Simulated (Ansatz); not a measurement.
Defect: interstitial O in corundum, neutral cell. The step: a concerted move, in which O travels most; the atom moves 1.42 Å along (0.17, 0.34, 0.00) of the unit cell; the moving atom starts with neighbours 2 Al at 1.85, Al at 1.99; O at 1.44, O at 2.15 Å and ends with 2 Al at 1.85, Al at 1.99; O at 1.44, O at 2.15 Å. DFT values are from Ansatz (plane-wave PAW, 420 eV unless said) in a cell of 270 host sites, spin-restricted, static, with no finite-size correction. The charge state is imposed; whether it is stable for some Fermi level was not computed. Sites that were not tried may lie lower. For the PBE band: the program found a first-order saddle point.

```
Level                                                                      Forward barrier (eV)  Cost of the band or of the saddle's single point
-------------------------------------------------------------------------  --------------------  ------------------------------------------------
PBE, the Γ point alone, band relaxed                                                       0.77                       around 3 core-hours (rough)
PBE, a 2×2×2 k-point mesh shifted by half a step along c, same geometries                  0.77            about 20 core-minutes (a rough figure)
r2SCAN at 500 eV, the Γ point alone, same geometries                                       0.90             about 6 core-minutes (a rough figure)
HSE06, Γ point alone, same geometries                                                       [?]                      very roughly 60 core-minutes
```

**Question.** Complete the blanks.

**Answer.** 
- HSE06, Γ point alone, same geometries, Forward barrier (eV): 1.22

Ansatz is a quantum-chemistry and plane-wave program.
